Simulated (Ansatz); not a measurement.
Consider PbS in the rock salt structure (space group Fm-3m, No. 225; a = 6.009 Å).

(Cell as relaxed with PBE.)

Levels (all Ansatz, a quantum-chemistry and plane-wave program, PAW): PBE (420 eV, scalar-relativistic without spin-orbit coupling); PBEsol (420 eV, no SOC).

Each level relaxes its own structure.

```
quantity                     PBE  PBEsol
-------------------  -----------  ------
volume per atom         27.12 Å³     [?]
lattice parameter a      6.009 Å     [?]
band gap                 0.49 eV     [?]
gap character        direct at L     [?]
electron mass            0.16 mₑ     [?]
```

Given the PBE results, estimate those of PBEsol.


- volume per atom, PBEsol: 25.71 Å³
- lattice parameter a, PBEsol: 5.903 Å
- band gap, PBEsol: 0.19 eV
- gap character, PBEsol: direct at L
- electron mass, PBEsol: 0.070 mₑ along k, 0.15 mₑ across

PBE's volume per atom lies 1.41 Å³ above PBEsol's (5.5 %); PBE's lattice parameter a lies 0.106 Å above PBEsol's (1.8 %); PBE's band gap lies 0.30 eV above PBEsol's; the two agree on the gap character. Neither level is exact; PBEsol is the comparison here, not a measurement.

Spin-orbit coupling, missing from the scalar runs, can matter with Pb. Effective masses come from finite differences of ±0.01 Å⁻¹. Along k means along the line from Γ to the band edge. Whether these cells are dynamically stable was not tested. The base started in Pnma and relaxed to Fm-3m at this level. A zero or small gap of PbS can be the functional's error rather than a property of the material.
